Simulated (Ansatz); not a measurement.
Response to strain in Mo

Base system: Mo in the bcc (W type) structure (space group Im-3m, No. 229; a = 3.130 Å). Axes: x, y, z lie along the cube axes.

Strains are applied to the cell and any free atomic positions relax; under biaxial strain the out-of-plane vector relaxes too; under stress the whole cell relaxes.

The values are results of plane-wave PAW DFT at the PBEsol level (Ansatz, an electronic-structure program, 420 eV), scalar-relativistic without spin-orbit coupling, not measurements.

Candidates:
(a) biaxial strain −2.69 %, plane normal [001], relaxed out of plane
(b) uniaxial strain ε_yy = −0.35 %
(c) uniaxial stress, 5 GPa tension along x
(d) tensor shear ε_xz = −0.74 %

Notes on the quantities. energy relative to the base: free energy F.

Task: Order them by energy relative to the base, highest first.

Result: (a) biaxial strain −2.69 %, plane normal [001], relaxed out of plane (+39 meV/atom), (c) uniaxial stress, 5 GPa tension along x (+3.2 meV/atom), (d) tensor shear ε_xz = −0.74 % (+1.1 meV/atom), (b) uniaxial strain ε_yy = −0.35 % (+0.3 meV/atom)

Without a gap, meshes like the base's 21×21×21 leave anisotropic stresses uncertain by several tenths of a GPa, and small strain energies with them. Beyond what the load breaks, stability against distortions was not tested. The final runs are not spin-polarised.
